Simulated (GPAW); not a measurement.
Band structure of CuGaSe₂ (I-42d, 8 atoms in the cell).

```
CuGaSe2
1.0
   -2.82940     2.82940     5.55794
    2.82940    -2.82940     5.55794
    2.82940     2.82940    -5.55794
Ga Cu Se
2 2 4
Direct
  0.50000   0.50000   0.00000
  0.25000   0.75000   0.50000
  0.00000   0.00000   0.00000
  0.75000   0.25000   0.50000
  0.87500   0.87500   0.50000
  0.12500   0.62500   0.00000
  0.37500   0.37500   0.50000
  0.62500   0.12500   0.00000
```

Level of theory: PBE, GPAW PAW datasets PBE (gpaw-data 1.0.1) (plane waves; GPAW).

Settings: mode = pw; ecut = 850 eV; xc = PBE; kpts = 3 3 3; mesh shift (steps) = 0 0 0; occupations.name = fermi-dirac; occupations.width = 0.05 eV; nbands = -8; convergence.bands = -6; symmetry.symmorphic = false; symmetry.tolerance = 0.0005; maxiter = 100; bandpath_npoints = 40.

The starting cell has typed, rounded lattice constants, without a prior relaxation at this level. Its lattice was rescaled by a random factor within 2.5 % of one. Spin polarisation is off.

Task: Predict the gap along the standard path and the places of the band edges.

Result: The gap along the path is 0.16 eV, direct at Γ to within 0.01 eV.

Levels in eV from the top of the valence band on the SCF mesh, bands 23 to 30:
| point | 23 | 24 | 25 | 26 | 27 | 28 | 29 | 30 |
|---|---|---|---|---|---|---|---|---|
| Γ | -1.47 | -0.13 | -0.13 | 0.00 | 0.16 | 1.95 | 2.25 | 3.98 |
| X | -0.79 | -0.79 | -0.47 | -0.47 | 1.14 | 1.14 | 3.31 | 3.31 |
| Y | -0.82 | -0.82 | -0.66 | -0.66 | 1.41 | 1.41 | 3.81 | 3.81 |
| S | -1.35 | -1.14 | -0.71 | -0.53 | 1.94 | 2.34 | 2.52 | 3.46 |
| Z | -1.18 | -1.18 | -0.87 | -0.87 | 1.84 | 1.84 | 1.99 | 1.99 |
| S1 | -1.35 | -1.14 | -0.71 | -0.53 | 1.94 | 2.34 | 2.52 | 3.46 |
| N | -1.30 | -1.17 | -1.06 | -0.53 | 2.12 | 2.52 | 3.23 | 4.10 |
| P | -0.82 | -0.82 | -0.65 | -0.65 | 1.57 | 1.57 | 3.03 | 3.03 |
| Y1 | -0.82 | -0.82 | -0.66 | -0.66 | 1.41 | 1.41 | 3.81 | 3.81 |
